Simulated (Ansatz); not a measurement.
The parent structure is CdTe in the zinc blende structure (space group F-43m, No. 216; a = 6.558 Å). Axes: x, y, z lie along the cube axes.

Level of theory: r2SCAN (Ansatz, a program for electronic structure), no spin-orbit coupling.

Perturbation: an isotropic linear strain of −1.00 %; the atoms relax in the strained cell.

Problem. Predict the stress tensor and what it implies for the stiffness.

Solution. Stress of the strained cell less that of the base (GPa, compression positive):
```
   1.30    0.00    0.00
   0.00    1.30    0.00
   0.00    0.00    1.30
```

Then B = −ΔP/(ΔV/V₀) with ΔV/V₀ = -0.0297 gives secant stiffness values (nonlinear terms included at this strain): B ≈ 44 GPa.

As a check, the harmonic strain energy −½ V₀ Δσ:ε is 4.3 meV/atom; the computed energy rise is 4.1 meV/atom.

No phonon test of stability was made.
